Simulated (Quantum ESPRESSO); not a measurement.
Quantum ESPRESSO is run on AsAu3 (P6_3/mmc, 8 atoms in the cell), and the run fails. The aim is a self-consistent single point with DFT, PBEsol, plane waves, GBRV 1.5 ultrasoft (PBESOL) pseudopotentials.

The input file:

```fortran
&CONTROL
 calculation = 'scf'
 prefix = 'AsAu3'
 outdir = './out'
 pseudo_dir = './'
 tprnfor = .true.
 tstress = .true.
/
&SYSTEM
 ibrav = 0
 celldm(1) = 11.2608593839
 nat = 8
 ntyp = 2
 ecutwfc = 40
 ecutrho = 320
 occupations = 'smearing'
 smearing = 'cold'
 degauss = 0.019992
/
&ELECTRONS
 conv_thr = 1e-10
 mixing_beta = 0.4
/
ATOMIC_SPECIES
As    74.9216  as_pbesol_v1.uspp.F.UPF
Au   196.9666  au-pbesol-v1.uspp.F.UPFx
ATOMIC_POSITIONS {alat}
As    0.5000000000    0.2886751346    0.2017502073
As    0.0000000000    0.5773502692    0.6052506217
Au    0.2502525000    0.1444833482    0.6052506217
Au    0.2497475000    0.7215420555    0.2017502073
Au    0.0000000000    0.2889666965    0.2017502073
Au    0.5000000000    0.5770587073    0.6052506217
Au    0.7497475000    0.1444833482    0.6052506217
Au   -0.2497475000    0.7215420555    0.2017502073
K_POINTS {automatic}
4 4 4  0 0 0
CELL_PARAMETERS {alat}
   1.0000000000     0.0000000000     0.0000000000
  -0.5000000000     0.8660254038     0.0000000000
   0.0000000000     0.0000000000     0.8070008290
```

Output (repeated stretches shortened):

```
 %%%%%%%%%%%%%%%%%%%%%%%%%%%%%%%%%%%%%%%%%%%%%%%%%%%%%%%%%%%%%%%%%%%%%%%%%%%%%%
     Error in routine readpp (1):
     file ./au-pbesol-v1.uspp.F.UPFx not found
 %%%%%%%%%%%%%%%%%%%%%%%%%%%%%%%%%%%%%%%%%%%%%%%%%%%%%%%%%%%%%%%%%%%%%%%%%%%%%%

     stopping ...
```

### Question
From the messages shown, name the fault and mend the input.

### Answer
The fault is a potential or basis that cannot be found. The input names a file or set that is not where the program looks, or that does not exist under that name. To fix it, correct the name or place the file. The program stopped before any SCF iteration.

An input that runs soundly differs in these lines (not the only fix; some lines may just follow from the change or write a value another way):
```diff
-Au   196.9666  au-pbesol-v1.uspp.F.UPFx
+Au   196.9666  au_pbesol_v1.uspp.F.UPF
```

With that input, the run converged in 26 iterations: free energy E − TS -10454.0526 eV; Fermi level (on the code's own zero) 12.58 eV; pressure -7.74 GPa; largest force (vector length) 0.047 eV/Å (DFT, PBEsol, plane waves, GBRV 1.5 ultrasoft (PBESOL) pseudopotentials).

On the sound input: the starting cell comes from a database of computed structures (which also holds hypothetical and non-ambient phases and stackings), without a prior relaxation at this level. With a pressure of about -8 GPa the cell is away from its equilibrium volume at this level. The run gives no clean gap (levels at the Fermi energy touch, overlap or are partly filled at this smearing), which alone does not show that the compound is a metal.
